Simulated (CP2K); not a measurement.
CP2K 2026.2, DFT, PBE, Gaussian and plane waves, DZVP-MOLOPT bases, GTH-PBE potentials: unreconstructed Si(100) slab of 4 layers, 3x3 (Si36), unrelaxed, 36 atoms. Basis and mesh were picked for this test and aren't claimed converged.

| Item | Value |
|---|---|
| cell | 11.52, 11.52, 24.07 Å; 90, 90, 90° |
| SCF method | diagonalisation with mixing (no OT or OUTER_SCF section) |
| task | scf |
| basis | Si=DZVP-MOLOPT-SR-GTH-q4 |
| GLOBAL/RUN_TYPE | ENERGY_FORCE |
| GLOBAL/PRINT_LEVEL | LOW |
| QS/METHOD | GPW |
| QS/EPS_DEFAULT | 1e-12 |
| MGRID/CUTOFF | 600 Ry |
| MGRID/REL_CUTOFF | 50 Ry |
| SCF/SCF_GUESS | ATOMIC |
| SCF/EPS_SCF | 1e-06 |
| SCF/MAX_SCF | 150 |
| SCF/DIAGONALIZATION/ALGORITHM | STANDARD |
| SCF/MIXING/METHOD | BROYDEN_MIXING |
| SCF/MIXING/ALPHA | 0.15 |
| SCF/MIXING/NBUFFER | 8 |
| SCF/ADDED_MOS | 17 |
| SCF/SMEAR/METHOD | FERMI_DIRAC |
| SCF/SMEAR/ELECTRONIC_TEMPERATURE | [K] 1000 |
| KPOINTS/SCHEME | MONKHORST-PACK 2 2 1 |
| KPOINTS/GAMMA_CENTERED | T |
| GLOBAL/PREFERRED_DIAG_LIBRARY | ELPA (default) |
| SCF/MIXING/BETA | 0.5 (default) |
| MGRID/NGRIDS | 4 (default) |
| basis functions | 468 |

It runs on a single node (AMD EPYC (Zen 5), 96 cores on 1 socket, no SMT, 12 L3 cache groups).

Run on 24 ranks, it takes 20 s from launch to exit:

```bash
OMP_NUM_THREADS=1 mpirun -np 24 cp2k.psmp -i run.inp
```

From its output:

```
 DBCSR| CPU Multiplication driver                                           BLAS (U)
 DBCSR| MPI: Number of processes                                              24
 DBCSR| OMP: Max number of threads                                             1
 GLOBAL| Run type                                                   ENERGY_FORCE
 GLOBAL| FFT library                                                       FFTW3
 GLOBAL| Diagonalization library                                            ELPA
 GLOBAL| Matrix multiplication library                                     COSMA
 GLOBAL| Grid backend                                                       AUTO
 GLOBAL| Total number of message passing processes                            24
 GLOBAL| Number of threads for this process                                    1
                             - Atoms:                                         36
                             - Spherical basis functions:                    468
                        Mixing method:                            BROYDEN_MIXING
 Number of electrons:                                                        144
 Number of occupied orbitals:                                                 72
 Number of molecular orbitals:                                                89
 Number of orbital functions:                                                468
 MEMORY| Estimated peak process memory [MiB]                                 763
...
 SUBROUTINE                       CALLS  ASD         SELF TIME        TOTAL TIME
                                MAXIMUM       AVERAGE  MAXIMUM  AVERAGE  MAXIMUM
 CP2K                                 1  1.0    0.014    0.017   19.211   19.214
 qs_forces                            1  2.0    0.000    0.000   19.077   19.081
 qs_energies                          1  3.0    0.000    0.000   18.561   18.565
 scf_env_do_scf                       1  4.0    0.000    0.000   18.228   18.231
 scf_env_do_scf_inner_loop           23  5.0    0.001    0.003   18.228   18.231
 rebuild_ks_matrix                   24  6.9    0.000    0.000   11.288   11.290
 qs_ks_build_kohn_sham_matrix        24  7.9    0.003    0.003   11.288   11.290
 qs_ks_update_qs_env                 23  6.0    0.000    0.000   10.828   10.830
 fft_wrap_pw1pw2                    431 11.0    0.003    0.004    8.939    9.141
 fft_wrap_pw1pw2_300                287 12.3    0.317    0.366    8.666    8.845
 qs_vxc_create                       24  8.9    0.001    0.001    7.365    7.450
 xc_vxc_pw_create                    24  9.9    0.073    0.104    7.364    7.450
 fft3d_ps                           431 13.0    3.676    4.146    6.487    6.808
 xc_pw_derive                       144 11.9    0.001    0.001    5.119    5.338
 xc_rho_set_and_dset_create          24 10.9    0.074    0.095    3.662    3.751
 xc_pw_divergence                    24 10.9    0.000    0.000    3.521    3.673
 gspace_mixing                       22  6.0    0.020    0.021    3.069    3.069
 qs_rho_update_rho_low               24  6.0    0.000    0.000    3.004    3.006
 calculate_rho_elec                  24  7.0    0.021    0.023    3.004    3.006
 mp_alltoall_z22v                   431 15.0    1.970    2.840    1.970    2.840
 density_rs2pw                       24  8.0    0.001    0.001    2.358    2.468
 broyden_mixing                      22  7.0    2.291    2.387    2.414    2.419
 sum_up_and_integrate                24  8.9    0.000    0.000    2.288    2.297
 integrate_v_rspace                  24  9.9    0.000    0.000    2.246    2.255
 x_to_yz                            238 14.1    0.426    0.503    1.472    1.803
 potential_pw2rs                     24 10.9    0.002    0.003    1.750    1.761
 yz_to_x                            193 13.8    0.410    0.450    1.334    1.756
 qs_scf_new_mos_kp                   23  6.0    0.000    0.000    1.236    1.237
 do_general_diag_kp                  23  7.0    0.001    0.001    1.236    1.237
 xc_functional_eval                  24 11.9    0.000    0.000    1.085    1.165
 pbe_lda_eval                        24 12.9    1.085    1.165    1.085    1.165
 pw_gather_p                        193 12.8    1.041    1.104    1.041    1.104
 pw_derive                          216 12.2    0.851    0.946    0.851    0.946
 cp_cfm_geeig                        23  8.0    0.000    0.000    0.843    0.857
 mp_waitany                        2744 12.4    0.684    0.820    0.684    0.820
 transfer_pw2rs                      97 11.8    0.001    0.001    0.808    0.810
 pw_poisson_solve                    24  8.9    0.000    0.000    0.772    0.784
 transfer_rs2pw                      97  9.0    0.001    0.001    0.666    0.744
 grid_collocate_task_list            24  8.0    0.564    0.727    0.564    0.727
 pw_scatter_p                       238 13.1    0.674    0.715    0.674    0.715
 cp_cfm_heevd                        23  9.0    0.000    0.000    0.648    0.657
 cp_cfm_heevd_base                   23 10.0    0.648    0.657    0.648    0.657
 pw_copy                            360 11.4    0.596    0.636    0.596    0.636
 transfer_pw2rs_300                  25 12.7    0.252    0.260    0.579    0.590
 transfer_rs2pw_300                  25  9.9    0.181    0.214    0.489    0.570
 pw_poisson_set                      25  9.7    0.000    0.000    0.498    0.510
```

Wall times, medians of two to five repeats, each run alone on the node (launch to exit). Processes are pinned to neighbouring cores unless said otherwise. The times hold for this build (conda-forge: MPICH, OpenMP, OpenBLAS, FFTW, ScaLAPACK, ELPA, COSMA, DBCSR on BLAS). Scratch files lie in a memory file system.

What holds this run back, and which change relieves it on the same cores with the result kept within 1.0 meV/atom in energy, 10 meV/Å in forces (largest component)?

The largest part is FFTs and plane-wave array work (fft*, pw_*), 43 % of the time from launch to exit. Inside it, the own time of fft3d_ps takes 3.7 s of 8.7 s. One change that relieves it (others may too): going from MGRID/CUTOFF = 600 Ry to MGRID/CUTOFF = 200 Ry, the fastest of the measured ones that keep the result: 20 s to 6.5 s (3.1× as fast). The largest move is in FFTs and plane-wave array work (fft*, pw_*): 8.7 s to 1.0 s. SCF steps go from 23 to 25. These two results differ by: energy under 0.001 meV/atom, forces (largest component) 0.043 meV/Å. Others tried: MGRID/CUTOFF = 280 Ry (7.3 s); MGRID/CUTOFF = 400 Ry (11 s).
